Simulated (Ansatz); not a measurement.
The parent structure is LiF in the rock salt structure (space group Fm-3m, No. 225; a = 4.008 Å). Axes: x, y, z lie along the cube axes.

Method: plane-wave PAW DFT at the PBEsol level (Ansatz, a quantum-chemistry and plane-wave program, 420 eV), scalar-relativistic without spin-orbit coupling.

Strains are applied to the cell and any free atomic positions relax; under biaxial strain the out-of-plane vector relaxes too.

One change was made to it. Results:

The electron mass goes from 0.88 mₑ (at Γ) to 0.86 mₑ (at Γ); the energy increases by 5.1 meV/atom.

**Question.** What was done to the base?
A) biaxial strain −1.25 %, plane normal [111], relaxed out of plane
B) biaxial strain −0.83 %, plane normal [111], relaxed out of plane
C) biaxial strain +2.50 %, plane normal [111], relaxed out of plane
D) biaxial strain +0.42 %, plane normal [111], relaxed out of plane

**Answer.** C, biaxial strain +2.50 %, plane normal [111], relaxed out of plane. For comparison, the electron mass in the other runs: biaxial strain −0.83 %, plane normal [111], relaxed out of plane gives 0.89 mₑ (at Γ); biaxial strain +0.42 %, plane normal [111], relaxed out of plane gives 0.88 mₑ (at Γ); biaxial strain −1.25 %, plane normal [111], relaxed out of plane gives 0.90 mₑ (at Γ).

The levels and masses belong to the bands next to the band gap. Effective masses come from finite differences of ±0.01 Å⁻¹. Whether these cells are dynamically stable was not tested.
